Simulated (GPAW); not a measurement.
Input and output of a self-consistent single point for MnO₂ (P4_2/mnm, 6 atoms in the cell) (GPAW)

Method: PBE, GPAW PAW datasets PBE (gpaw-data 1.0.1) (plane waves; GPAW 25.7.0).

Input as run:

```python
from ase import Atoms
from ase.units import GPa
from gpaw import GPAW, PW, FermiDirac

atoms = Atoms(['Mn', 'Mn', 'O', 'O', 'O', 'O'],
              cell=[[4.316372, 0.000000, 0.000000],
                    [0.000000, 4.316372, 0.000000],
                    [0.000000, 0.000000, 2.812319]],
              scaled_positions=[[0.000000, 0.000000, 0.000000],
                                [0.500000, 0.500000, 0.500000],
                                [0.304920, 0.304920, 0.000000],
                                [0.695080, 0.695080, 0.000000],
                                [0.195080, 0.804920, 0.500000],
                                [0.804920, 0.195080, 0.500000]],
              pbc=True)

atoms.set_initial_magnetic_moments([4.0, 4.0, 0.0, 0.0, 0.0, 0.0])

calc = GPAW(spinpol=True,
            mode=PW(950),
            xc='PBE',
            kpts={'size': (5, 5, 8), 'gamma': True},
            occupations=FermiDirac(0.1),
            nbands=-12,
            convergence={'density': 1e-05},
            symmetry={'symmorphic': False, 'tolerance': 0.0005},
            maxiter=100,
            txt='-')

atoms.calc = calc

energy = atoms.get_potential_energy()
print('Energy (eV):', round(energy, 6))
forces = atoms.get_forces()
print('Forces (eV/Ang):')
print(forces.round(5))
stress = atoms.get_stress()
print('Stress (GPa, Voigt):', (stress / GPa).round(4))
```

Output (repeated stretches shortened):

```
Input parameters:
  convergence: {density: 1e-05}
  kpts: {gamma: True,
         size: (5, 5, 8)}
  maxiter: 100
  mode: {ecut: 950.0,
         name: pw}
  nbands: -12
  occupations: {fixmagmom: False,
                name: fermi-dirac,
                width: 0.1}
  spinpol: True
  symmetry: {symmorphic: False,
             tolerance: 0.0005}
  xc: PBE

species:
  Mn:
    name: Manganese
    Z: 25.0
    valence: 15
    core: 10
    charge: 0.0
    file: Mn.PBE.gz

    # Using partial waves for Mn as LCAO basis

  O:
    name: Oxygen
    Z: 8.0
    valence: 6
    core: 2
    charge: 0.0
    file: O.PBE.gz

    # Using partial waves for O as LCAO basis

Reference energy: -71191.585350  # eV

Spin-polarized calculation.
Initial magnetic moment: 8.000000

Convergence criteria:
 Maximum [total energy] change in last 3 cyles: 0.0005 eV / valence electron
 Maximum integral of absolute [dens]ity change: 1e-05 electrons / valence electron
 Maximum integral of absolute [eigenst]ate change: 4e-08 eV^2 / valence electron
 Maximum number of scf [iter]ations: 100

Symmetries present (total): 16
Symmetries with fractional translations: 8
200 k-points: 5 x 5 x 8 Monkhorst-Pack grid + [0.000000,0.000000,1/16]
30 k-points in the irreducible part of the Brillouin zone
       k-points in crystal coordinates                weights
   0:     0.00000000    0.00000000    0.00000000          1/200
   1:     0.00000000    0.00000000    0.12500000          2/200
   2:     0.00000000    0.00000000    0.25000000          2/200
   [... 7 lines left out ...]
          ...
  29:     0.40000000    0.40000000    0.50000000          4/200

Wave functions: Plane wave expansion
  Cutoff energy: 950.000 eV
  Number of coefficients (min, max): 3427, 3510
  Pulay-stress correction: 0.000000 eV/Ang^3 (de/decut=0.000000)

Occupation numbers: Fermi-Dirac:
  width: 0.1000  # eV

Eigensolver

Densities:
  Coarse grid: 32*32*20 grid
  Fine grid: 64*64*40 grid
  Total Charge: 0.000000

Density mixing:
  Method: difference
  Backend: pulay
  Linear mixing parameter: 0.05
  old densities: 5
  Damping of long wavelength oscillations: 50

Hamiltonian:
  XC and Coulomb potentials evaluated on a 64*64*40 grid
  External potential:
    NoExternalPotential

XC parameters: PBE with 2 nearest neighbor stencil

Number of atoms: 6
Number of atomic orbitals: 42
Number of bands in calculation: 43
Number of valence electrons: 54
Bands to converge: occupied

Density initialized from atomic densities
  42 bands from LCAO basis set
  1 band from random numbers

Atomic positions and initial magnetic moments

Positions:
   0 Mn     0.000000    0.000000    0.000000    ( 0.0000,  0.0000,  4.0000)
   1 Mn     2.158186    2.158186    1.406160    ( 0.0000,  0.0000,  4.0000)
   2 O      1.316148    1.316148    0.000000    ( 0.0000,  0.0000,  0.0000)
   3 O      3.000224    3.000224    0.000000    ( 0.0000,  0.0000,  0.0000)
   4 O      0.842038    3.474334    1.406160    ( 0.0000,  0.0000,  0.0000)
   5 O      3.474334    0.842038    1.406160    ( 0.0000,  0.0000,  0.0000)

Unit cell:
           periodic     x           y           z      points  spacing
  1. axis:    yes    4.316372    0.000000    0.000000    32     0.1349
  2. axis:    yes    0.000000    4.316372    0.000000    32     0.1349
  3. axis:    yes    0.000000    0.000000    2.812319    20     0.1406

  Lengths:   4.316372   4.316372   2.812319
  Angles:   90.000000  90.000000  90.000000

Effective grid spacing dv^(1/3) = 0.1368

     iter     time        total  log10-change:  magmom
                         energy   eigst   dens
iter:   1 --:--:--   -54.784700                   +8.0040
iter:   2 --:--:--   -53.123076   -1.02  -1.07    +6.6012
iter:   3 --:--:--   -49.750591   -1.02  -1.13    +5.9978
iter:   4 --:--:--   -50.963709   -1.54  -1.53    +6.2070
iter:   5 --:--:--   -50.923488   -1.88  -1.28    +6.2168
iter:   6 --:--:--   -49.980571   -2.45  -1.57    +6.0590
iter:   7 --:--:--   -49.415245   -2.17  -1.78    +5.9321
iter:   8 --:--:--   -49.394567   -2.55  -2.43    +5.7434
iter:   9 --:--:--   -49.413425c  -3.32  -2.97    +5.8576
iter:  10 --:--:--   -49.412829c  -5.00  -3.22    +5.8475
iter:  11 --:--:--   -49.413135c  -5.35  -3.26    +5.8427
iter:  12 --:--:--   -49.412656c  -5.65  -3.61    +5.8439
iter:  13 --:--:--   -49.412590c  -6.95  -3.81    +5.8420
iter:  14 --:--:--   -49.412500c  -6.85  -3.81    +5.8389
iter:  15 --:--:--   -49.412563c  -6.59  -3.78    +5.8391
iter:  16 --:--:--   -49.412582c  -7.82c -4.02    +5.8393
iter:  17 --:--:--   -49.412591c  -8.35c -3.99    +5.8394
iter:  18 --:--:--   -49.412567c  -6.73  -4.03    +5.8394
iter:  19 --:--:--   -49.412618c  -7.33  -4.31    +5.8398
iter:  20 --:--:--   -49.412580c  -8.16c -4.97    +5.8388
iter:  21 --:--:--   -49.412673c  -7.91c -4.97    +5.8410
iter:  22 --:--:--   -49.412667c  -8.76c -4.72    +5.8410
iter:  23 --:--:--   -49.412658c  -9.86c -5.06c   +5.8408

Converged after 23 iterations.

Dipole moment: (-0.000000, -0.000000, 0.000000) |e|*Ang

Total magnetic moment: (0.000000, 0.000000, 5.840773)
Local magnetic moments:
   0 Mn ( 0.000000,  0.000000,  2.591469)
   1 Mn ( 0.000000,  0.000000,  2.591469)
   2 O  ( 0.000000,  0.000000,  0.082181)
   3 O  ( 0.000000,  0.000000,  0.082181)
   4 O  ( 0.000000,  0.000000,  0.082181)
   5 O  ( 0.000000,  0.000000,  0.082181)

Energy contributions relative to reference atoms: (reference = -71191.585350)

Kinetic:        +62.488330
Potential:      -62.229835
External:        +0.000000
XC:             -50.718567
Entropy (-ST):   -0.047037
Local:           +1.070933
SIC:             +0.000000
--------------------------
Free energy:    -49.436177
Extrapolated:   -49.412658

Spin contamination: 0.047385 electrons
Showing only first 2 kpts
                      Up                     Down
 Kpt  Band  Eigenvalues  Occupancy  Eigenvalues  Occupancy
  0    25      5.33483    1.00000      7.61157    0.07919
  0    26      5.78532    1.00000      7.73569    0.02425
  0    27      5.78532    1.00000      7.73569    0.02425
  0    28      6.36796    0.99995      7.93968    0.00322

  1    25      5.50830    1.00000      7.71485    0.02971
  1    26      6.13608    1.00000      7.79532    0.01351
  1    27      6.17072    0.99999      8.14709    0.00041
  1    28      6.17072    0.99999      8.14709    0.00041

Fermi level: 7.36623

No gap
No difference between direct/indirect transitions
Energy (eV): -49.412658

Forces in eV/Ang:
  0 Mn   -0.00000    0.00000    0.00000
  1 Mn    0.00000    0.00000    0.00000
  2 O    -0.26685   -0.26685    0.00000
  3 O     0.26685    0.26685    0.00000
  4 O     0.26685   -0.26685    0.00000
  5 O    -0.26685    0.26685    0.00000

Stress tensor:
    -0.163941    -0.000000     0.000000
    -0.000000    -0.163941     0.000000
     0.000000     0.000000    -0.185565
Stress (GPa, Voigt): [-26.2663 -26.2663 -29.7308   0.       0.      -0.    ]
```

The run converged in 23 iterations. GPAW prints stress with tension positive.

At such cutoffs GPAW's stress carries a finite-basis (Pulay) error, which enters relaxed cells too; its log prints stress with tension positive.

The starting cell comes from a database of computed structures (which also holds hypothetical and non-ambient phases and stackings), without a prior relaxation at this level. Its lattice was rescaled by a random factor within 2.5 % of one. The magnetic order is the one reached from the typed start; others were not searched systematically.

Cost on one core of a shared machine: roughly 3 min.
